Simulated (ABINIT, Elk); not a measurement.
An ABINIT input for a self-consistent single point of BaMg6W (P4/mmm, 8 atoms in the cell) (DFT, LDA (PW92), plane waves, norm-conserving pseudopotentials (PseudoDojo nc-sr-04 LDA standard)):

```
# BaMg6W, PseudoDojo nc-sr-04 LDA standard
pp_dirpath "./"
pseudos "Ba.upf, Mg.upf, W.upf"
acell 3*1.0
rprim
        12.3392369616    0.0000000000    0.0000000000
         0.0000000000   12.3392369616    0.0000000000
         0.0000000000    0.0000000000    8.0603489949
natom 8
ntypat 3
znucl 56 12 74
typat 1 2 2 2 2 2 2 3
xcart
         0.0000000000    0.0000000000    4.0301744974
         0.0000000000    6.1696184808    4.0301744974
         6.1696184808    0.0000000000    4.0301744974
         8.7778863897    3.5613505719    0.0000000000
         3.5613505719    8.7778863897    0.0000000000
         8.7778863897    8.7778863897    0.0000000000
         3.5613505719    3.5613505719    0.0000000000
         6.1696184808    6.1696184808    4.0301744974
ecut 42
ixc 7
occopt 3
tsmear 0.1 eV
nband 53
kptopt 1
ngkpt 3 3 5
nshiftk 1
shiftk 0 0 0
nstep 50
tolvrs 1.0e-10
prtwf 0
prtden 0
prtvol 1
enunit 2
```

Task: Write the same calculation as an input for Elk.

Result: One input that does it (others would too):

```
tasks
  0

xctype
  3

tforce
  .true.

rgkmax
  7.5

gmaxvr
  18.0

lmaxapw
  10

lmaxo
  8

nxlo
  2

lorbcnd
  .true.

lradstp
  2

nrmtscf
  2.0

lmaxi
  4

stype
  3

swidth
  0.00367493

avec
   12.3392369616    0.0000000000    0.0000000000
    0.0000000000   12.3392369616    0.0000000000
    0.0000000000    0.0000000000    8.0603489949

sppath
  './'

atoms
  3   : nspecies
  'Ba.in'   : spfname
  1   : natoms; atposl, bfcmt below
  0.0000000000  0.0000000000  0.5000000000    0.0 0.0 0.0
  'Mg.in'   : spfname
  6   : natoms; atposl, bfcmt below
  0.0000000000  0.5000000000  0.5000000000    0.0 0.0 0.0
  0.5000000000  0.0000000000  0.5000000000    0.0 0.0 0.0
  0.7113800000  0.2886200000  0.0000000000    0.0 0.0 0.0
  0.2886200000  0.7113800000  0.0000000000    0.0 0.0 0.0
  0.7113800000  0.7113800000  0.0000000000    0.0 0.0 0.0
  0.2886200000  0.2886200000  0.0000000000    0.0 0.0 0.0
  'W.in'   : spfname
  1   : natoms; atposl, bfcmt below
  0.5000000000  0.5000000000  0.5000000000    0.0 0.0 0.0

ngridk
  3 3 5
```

Basis settings and potentials, where a program has them, do not carry over. This input uses DFT, LDA (PW92), all-electron FP-LAPW, Elk's shipped species files, APW+lo basis with extra local orbitals. LDA parametrisations can differ slightly between programs.

The starting cell comes from a database of computed structures (which also holds hypothetical and non-ambient phases and stackings), without a prior relaxation at this level. Its lattice was rescaled by a random factor within 2.5 % of one. For this run, on top of that: lattice scaled by 0.98.
